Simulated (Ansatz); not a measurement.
Consider HgTe in the zinc blende structure (space group F-43m, No. 216; a = 6.573 Å). Axes: x, y, z lie along the cube axes.

All numbers come from r2SCAN in Ansatz (plane waves to 500 eV, PAW, no spin-orbit coupling).

Now apply this change: the cell is scaled by 1.0133 in all directions, atoms relaxed at fixed cell.

Task: Predict the stress tensor and what it implies for the stiffness.

Result: Stress of the strained cell less that of the base (GPa, compression positive):
```
   -1.4     0.0     0.0
    0.0    -1.4     0.0
    0.0     0.0    -1.4
```

Then B = −ΔP/(ΔV/V₀) with ΔV/V₀ = 0.0404 gives secant stiffness values (nonlinear terms included at this strain): B ≈ 36 GPa.

As a check, the harmonic strain energy −½ V₀ Δσ:ε is 6.3 meV/atom; the computed energy rise is 6.7 meV/atom.

Whether these cells are dynamically stable was not tested. The final runs are not spin-polarised.

Ansatz is an electronic-structure program.
